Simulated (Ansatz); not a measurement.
CaO under load (space group I4/mmm), r2SCAN, rigid bands (Ansatz, a first-principles code). Condition of this run: uniaxial stress along [001] of -6.6 GPa (compression positive) (the target of the relaxation). Band gap 4.12 eV, N_c = 2.58e19 cm⁻³ and N_v = 1.13e20 cm⁻³ at 300 K, conductivity masses along z (a = (0.00, 2.36, 2.48) Å; b = (2.36, 0.00, 2.48) Å; c = (2.36, 2.36, 0.00) Å) of 0.467 mₑ (electrons) and 3.85 mₑ (holes). Take k_BT = 0.02585 eV.

Question: Find the intrinsic carrier density and the intrinsic Fermi level.

Answer: n_i = √(N_c N_v) exp(−E_g/2k_BT) = 5.40e19 × exp(−79.68) = 1.3e-15 cm⁻³. The level lies (k_BT/2) ln(N_v/N_c) = 19 meV from mid-gap (positive towards the conduction band). Each 0.1 eV added to the gap lowers n_i by a factor of 6.9.

Question: A film of it is 8 nm thick, with its normal along the direction named. Estimate the confinement energies in an infinite well.

Answer: ħ²π²/(2m t²) = 0.376 eV·nm²/(m/mₑ × t²) gives 12.6 meV for electrons and 1.53 meV for holes, so the gap would widen to about 4.13 eV. Finite barriers and nonparabolic bands lower this, and with several valleys or bands the heaviest mass along the normal sets the lowest level, not this average.

Question: What thermal injection velocity √(2k_BT/πm) limits a ballistic channel along the direction named?

Answer: 7.87e6 cm/s for electrons and 2.74e6 cm/s for holes, a ratio of √(m_h/m_e) = 2.87, for dilute carriers.

Rigid bands with the computed gap; masses take one relaxation time for all states. Spin-orbit coupling is left out; where it splits the top of the valence band, N_v and the p-type Seebeck coefficient come out somewhat high without it. Geometry: cell and atoms relaxed with PBEsol.
